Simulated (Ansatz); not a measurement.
Base system: Nb in the bcc (W type) structure (space group Im-3m, No. 229; a = 3.303 Å).

All numbers come from r2SCAN (Ansatz, a program for electronic structure), no spin-orbit coupling.

For the base:

The lattice parameter a is 330.3 pm.

The change: a hydrostatic pressure of 9 GPa.

Q: What does the calculation give for the lattice parameter a after the change?

A: The lattice parameter a falls by 5.2 pm, from 330.3 pm to 325.1 pm.

Load acts through the strain it causes; cell and atoms are relaxed under it. Stability against distortions was not tested. No other phases were tried under pressure. The final runs are not spin-polarised.
